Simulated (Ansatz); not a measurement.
Point defect Sn_Ge in germanium

All values below come from PBE, PAW (plane waves to 420 eV; Ansatz, a program for electronic structure). Details: 64-site cell; 2×2×2 shifted k-points; start: the Ge site; no spin–orbit coupling; the functional closes the host's gap; finite-size errors of tenths of an eV.

Neighbours after relaxation, in Å: of the Sn atom: Ge 2.62, Ge 2.62, Ge 2.62, Ge 2.62.

Formation energies E_f are those of the neutral cell. Chemical conditions: host crystal and elements as references (Δμ(Ge) = 0.00 eV, Δμ(Sn) = 0.00 eV; Sn taken from its element, since no compound that bounds it was computed at this level; only phases computed here count, gases as isolated molecules at 0 K). Reference phases: Ge: germanium, Sn: beta tin.

```csv
charge,moment (μB),point group,largest move off a lattice site (Å),"E_f, host crystal and elements as references (eV)"
0,not spin-polarised,Td,0.13,0.22
```

Point groups are those of the whole cell at tolerances of 0.03 and 0.1 Å ("near" where only the looser one holds); none is given for unsettled states.

All states together cost very roughly 20 core-minutes.
